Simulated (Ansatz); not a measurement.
Take HgS in the zinc blende structure (space group F-43m, No. 216; a = 5.812 Å) as the base.

The values are results of LDA in Ansatz (plane waves to 420 eV, PAW, no spin-orbit coupling), not measurements.

For the base:

The pressure comes out as 0.0 GPa.

One thing is altered: an isotropic linear strain of −1.50 %, atoms relaxed at fixed cell.

Question: What does the calculation give for the energy relative to the base after the change?

Answer: The energy rises by 11 meV/atom.

Question: How does this affect the pressure?

Answer: The pressure goes from zero to 3.4 GPa.

The mesh was chosen for an insulator and is coarse for the gapless case. Stability against distortions was not tested. The final runs are not spin-polarised.

Ansatz is a first-principles code.
